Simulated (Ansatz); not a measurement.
The parent structure is Al in the fcc (Cu type) structure (space group Fm-3m, No. 225; a = 3.984 Å; relaxed with 0.1 eV smearing). Axes: x, y, z lie along the cube axes.

All numbers come from LDA (Ansatz, an electronic-structure program, PAW, no SOC).

It is then changed as follows: a pure shear with ε_xy = ε_yx = 0.0057, atoms relaxed at fixed cell.

Task: How does this affect the stress and energy relative to the base?

Result: The stress (xx, yy, zz, yz, xz, xy; compression positive) amounts to (0.0, 0.0, 0.0, 0.0, 0.0, -0.3) GPa; the energy is nearly the same.

The cells carry an imposed strain or load. Stability against distortions was not tested.
